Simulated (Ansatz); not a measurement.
Take WS₂ (space group P6_3/mmc, No. 194; a = 3.154 Å, c = 12.141 Å; layered, stacked along the Cartesian z axis) as the base.

Calculations: PBE-D3(BJ) (Ansatz, a quantum-chemistry and plane-wave program, PAW, no spin-orbit coupling).

Before the change:

The hole mass is 0.88 mₑ along c, 0.55 mₑ across (at Γ) and the band gap is 0.88 eV.

Modification: a hydrostatic pressure of 10 GPa.

Q: What happens to the hole mass?

A: The hole mass goes from 0.88 mₑ along c, 0.55 mₑ across (at Γ) to 1.3 mₑ along c, 0.34 mₑ across (at Γ).

Q: Estimate the effect on the band gap.

A: The band gap decreases by 0.46 eV, from 0.88 eV to 0.42 eV.

With W present, leaving out spin-orbit coupling can change the band edges. Load acts through the strain it causes; cell and atoms are relaxed under it. Masses are band curvatures over ±0.01 Å⁻¹ around the edge. Whether these cells are dynamically stable was not tested. Competing high-pressure phases were not computed.
